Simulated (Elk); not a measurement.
Input and output of a self-consistent single point for MoTe₂ (P6_3/mmc, 6 atoms in the cell) (Elk).

Method of the run: PBE, all-electron FP-LAPW, Elk's shipped species files, default APW+lo basis run with Elk.

The change in words: lattice scaled by 0.98. Reference geometry:
```yaml
crystal:
  lattice:
    - [1.75824, -3.04536, 0.00000]
    - [1.75824, 3.04536, 0.00000]
    - [0.00000, 0.00000, 13.94604]
  atoms:
    - { symbol: Te, position: [0.33333, 0.66667, 0.87900] }
    - { symbol: Te, position: [0.66667, 0.33333, 0.37900] }
    - { symbol: Te, position: [0.66667, 0.33333, 0.12100] }
    - { symbol: Te, position: [0.33333, 0.66667, 0.62100] }
    - { symbol: Mo, position: [0.33333, 0.66667, 0.25000] }
    - { symbol: Mo, position: [0.66667, 0.33333, 0.75000] }
```

Reference input (self-consistent single point, DFT, PBE, all-electron FP-LAPW, Elk's shipped species files, default APW+lo basis): xctype = 20; swidth = 0.00183747 Ha; ngridk = 6 6 2; rmtscf = 0.93; maxscl = 100. This run's input differs from it in these lines:

```diff
@@ -16,5 +16,5 @@
 avec
-    3.3225920549   -5.7548982519    0.0000000000
-    3.3225920549    5.7548982519    0.0000000000
-    0.0000000000    0.0000000000   26.3541961231
+    3.2561401448   -5.6398001674    0.0000000000
+    3.2561401448    5.6398001674    0.0000000000
+    0.0000000000    0.0000000000   25.8271118227
```

Output, abridged:

```
│ Self-consistent loop started │
│ Loop number : 1 │
 total energy                :     -35308.8320410
│ Loop number : 2 │
 total energy                :     -35308.9638498
RMS change in Kohn-Sham potential (target) :   0.1434823518     (  0.1000000000E-05)
Absolute change in total energy (target)   :   0.1318087981     (  0.1000000000E-03)
│ Loop number : 3 │
 total energy                :     -35308.5598720
RMS change in Kohn-Sham potential (target) :   0.1427932922     (  0.1000000000E-05)
Absolute change in total energy (target)   :   0.3710255743     (  0.1000000000E-03)
│ Loop number : 4 │
   [... lines left out ...]
Absolute change in total energy (target)   :   0.5021866928E-02 (  0.1000000000E-03)
│ Loop number : 14 │
 total energy                :     -35287.3481145
RMS change in Kohn-Sham potential (target) :   0.2238858084E-05 (  0.1000000000E-05)
Absolute change in total energy (target)   :   0.1213611438E-02 (  0.1000000000E-03)
│ Loop number : 15 │
 total energy                :     -35287.3483986
RMS change in Kohn-Sham potential (target) :   0.3804048830E-06 (  0.1000000000E-05)
Absolute change in total energy (target)   :   0.1931993756E-04 (  0.1000000000E-03)
Convergence targets achieved

│ Loop number : 16 │

Energies :
 Fermi                       :     0.337783199358
 total energy                :     -35287.3484315

Density of states at Fermi energy :   0.2923863119E-01
 (states/Hartree/unit cell)

Estimated indirect band gap :   0.2974607825E-01
 from k-point      1 to k-point      5
Estimated direct band gap   :   0.4178959244E-01
 at k-point      7

Charges :
 core                        :    200.0000000
 valence                     :    92.00000000
 interstitial                :    13.83384862
 muffin-tins (core leakage)
  species :    1 (Te)
   atom    1                 :    49.51631929     (  0.1122172901E-02)
   atom    2                 :    49.51631929     (  0.1122172901E-02)
   atom    3                 :    49.51631929     (  0.1122172901E-02)
   atom    4                 :    49.51631929     (  0.1122172901E-02)
  species :    2 (Mo)
   atom    1                 :    40.05043712     (  0.1325419635E-05)
   atom    2                 :    40.05043712     (  0.1325419635E-05)
 total in muffin-tins        :    278.1661514
 total calculated charge     :    291.9947523
 total charge                :    292.0000000
 error                       :   0.5247679514E-02

│ Self-consistent loop stopped │
```

The run converged in 16 iterations. The count includes the last loop, which Elk runs after its targets are met. Against the reference run the free energy rises by 67.5 meV/atom and the gap on the mesh moves little (0.817 to 0.809 eV).

The starting cell has typed, rounded lattice constants, without a prior relaxation at this level. Its lattice was rescaled by a random factor within 2.5 % of one. For this run, on top of that: lattice scaled by 0.98. Spin-orbit coupling is off. Values depend on the basis (sphere radii, cutoffs, local orbitals), which need not be converged.
